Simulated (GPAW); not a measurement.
# Convergence study of the k-point mesh for InP (R3m, 2 atoms in the cell)

```yaml
crystal:
  lattice:
    - [0.00000, 2.92619, 2.92619]
    - [2.92619, 0.00000, 2.92619]
    - [2.92619, 2.92619, 0.00000]
  atoms:
    - { symbol: In, position: [0.00493, 0.00493, 0.00493] }
    - { symbol: P, position: [0.25000, 0.25000, 0.25000] }
```

Method: LDA (Perdew-Wang 92), GPAW PAW datasets LDA (gpaw-data 1.0.1) (plane waves; GPAW 25.7.0).

Base settings: mode = pw; ecut = 550 eV; xc = LDA; kpts = 5 5 5; mesh shift (steps) = 0 0 0; occupations.name = fermi-dirac; occupations.width = 0.02 eV; nbands = -4; convergence.density = 1e-05 e/electron; convergence.bands = -2.

Only quantities that move along the ladder and can be compared are tabulated.

The count of work is k-points × plane waves × bands × iterations; it is no time. Core times come from one kind of shared machine, to one figure; runs under 30 s give none.

The starting cell has typed, rounded lattice constants, without a prior relaxation at this level. Its lattice was rescaled by up to half a per cent. One atom was moved a little off its site on purpose.

| kpts | free energy less the last step's (meV/atom) | pressure (GPa) | largest difference of a force vector from the last step's (eV/Å) | gap on the mesh (eV) | count of work / last | core time / last (rough) |
|---|---|---|---|---|---|---|
| 2 2 2 | 965.68 | 2.70 | 0.034 | 0.288 | 0.0065 | – |
| 3 3 3 | 216.85 | -0.43 | 0.014 | 0.393 | 0.0098 | – |
| 4 4 4 | 61.90 | -1.07 | 0.006 | 0.427 | 0.018 | – |
| 5 5 5 | 20.46 | -1.21 | 0.003 | 0.440 | 0.026 | – |
| 6 6 6 | 7.63 | -1.25 | 0.001 | 0.445 | 0.048 | – |
| 7 7 7 | 3.13 | -1.25 | 0.001 | 0.447 | 0.066 | 0.09 |
| 8 8 8 | 1.39 | -1.25 | 0.000 | 0.448 | 0.097 | 0.1 |
| 9 9 9 | 0.65 | -1.24 | 0.000 | 0.449 | 0.13 | 0.2 |
| 10 10 10 | 0.33 | -1.24 | 0.000 | 0.449 | 0.17 | 0.1 |
| 11 11 11 | 0.19 | -1.23 | 0.000 | 0.449 | 0.22 | 0.3 |
| 13 13 13 | 0.06 | -1.23 | 0.000 | 0.449 | 0.34 | 0.5 |
| 14 14 14 | 0.03 | -1.23 | 0.000 | 0.449 | 0.43 | 0.5 |
| 15 15 15 | 0.02 | -1.23 | 0.000 | 0.449 | 0.51 | 0.8 |
| 17 17 17 | 0.01 | -1.23 | 0.000 | 0.449 | 0.73 | 0.8 |
| 19 19 19 | 0.00 | -1.23 | 0.000 | 0.449 | 1.0 | 1 |

Coarsest kpts that holds the free energy within 1 meV/atom of the last step, with all finer ones: 9 9 9, at 0.13 of the last step's count of work and about 0.2 of the last step's time; the step before is off by 1.4 meV/atom.

Coarsest kpts that holds the pressure within 0.5 GPa of the last step, with all finer ones: 4 4 4, at 0.018 of the last step's count of work; the step before is off by 0.80 GPa.

Coarsest kpts that holds the forces within 0.01 eV/Å of the last step, with all finer ones: 4 4 4, at 0.018 of the last step's count of work; the step before is off by 0.014 eV/Å.
